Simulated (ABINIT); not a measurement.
**Equation of state of zinc-blende BeS (space group 216): energy against volume (ABINIT, PBE)**

```
BeS
1.0
    0.00000     2.39170     2.39170
    2.39170     0.00000     2.39170
    2.39170     2.39170     0.00000
Be S
1 1
Direct
  0.00000   0.00000   0.00000
  0.75000   0.75000   0.75000
```

Level of theory: PBE, norm-conserving pseudopotentials (PseudoDojo nc-sr-05 PBE standard) (plane waves; ABINIT). Settings: pseudos = [Be.upf, S.upf]; ecut = 57 Ha; occopt = 3; tsmear = 0.01 eV; ngkpt = 12 12 12; nshiftk = 1; shiftk = 0 0 0; potentials = PseudoDojo nc-sr-05 PBE standard; nband = 10; kptopt = 1; nstep = 100; tolvrs = 1e-11. The cell above is the first row's. The rows scale it uniformly. In all rows fractional positions and the k mesh are held. E is the free energy at the stated smearing, counted from the lowest row.

```csv
V (Å^3/atom),E (meV/atom)
13.681,15.29
13.979,6.08
14.276,1.12
14.573,0.00
14.871,2.36
15.168,7.87
15.466,16.25
15.763,27.21
16.060,?
```

Q: Fit E against V with the third-order Birch-Murnaghan form, a cubic in V^(-2/3), and predict the withheld value at V = 16.060.

A: With u = V^(-2/3) - 0.167, the rows have u = 0.007819, 0.005325, 0.002927, 0.000610, -0.001636, -0.003802, -0.005905, -0.007935. Least squares gives E = 0.306 - 704.46·u + 336852·u² - 208340·u³. Residuals (row less fit): -0.002, 0.005, -0.005, -0.002, -0.001, 0.005, -0.004, 0.000; standard error 0.005 (degrees of freedom: 4). Its minimum lies at u = 0.001047, so V0 = (0.168047)^(-3/2) = 14.52. There d²E/du² = 672400 and d³E/du³ = -1250000, so B0 = (4/9) × 14.52^(-7/3) × 672400 × 0.160218 = 93.1 GPa (the last factor turns the table's units into GPa), and B0' = 4 + (2/3) × 0.168047 × (-1250000)/672400 = 3.8. The program's pressures in the fitted runs (not shown) pass through zero at V = 14.52, 0.01 % from this V0. At the withheld row, u = -0.009902, so E = 0.306 - 704.46 × (-0.009902) + 336852 × (-0.009902)² - 208340 × (-0.009902)³ = 40.512 meV/atom. The calculation gives 40.53 meV/atom, 0.018 meV/atom above the prediction (under 0.05 % of the range of E in the table). The row lies outside the fitted rows, so this is an extrapolation. From the scatter of the fitted rows alone, a prediction at this place has a standard error of 0.012 meV/atom, so the miss is 1.5 times that.

Carrying the step between the two nearest rows on in a straight line would have given 38.17, off by 2.36; series whose last step already gives the withheld value aren't shown. The scan was laid around a cell of about the measured size, scaled by a guess for this functional. The runs keep the symmetry of the cell, so they don't test it for distortions. Cutoffs and mesh are single choices, not tested for convergence of this quantity. Series with a scatter that would blur these digits, or in which a gap closes, are not shown. Nor are scans whose minimum lies at an end fitted in this form.
